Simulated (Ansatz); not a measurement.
## Effect of isotropic strain +1.54 % on hypothetical P-3m1 Cd3N2

Consider Cd$_{3}$N$_{2}$ (space group P-3m1, No. 164; a = 3.6664 Å, c = 6.3705 Å; a hypothetical phase, not in the database extracts checked).

Perturbation: the cell is scaled by 1.0154 in all directions; the atoms relax in the strained cell.

Method: PBEsol in Ansatz (plane waves to 420 eV, PAW, no spin-orbit coupling). Γ-centred 15×15×8 mesh, Fermi–Dirac width 0.05 eV.

Volume per atom: 15.53 Å³ (base 14.83 Å³)
Space group: P-3m1 (No. 164) (base P-3m1 (No. 164))
Energy relative to the base (free energy F): +10 meV/atom
Band gap: zero (base zero)
Largest internal atomic displacement: 0.021 Å

Whether these cells are dynamically stable was not tested. The final runs are not spin-polarised. The zero or small gap of Cd3N2 can change with the level of theory.

Ansatz is an electronic-structure program.
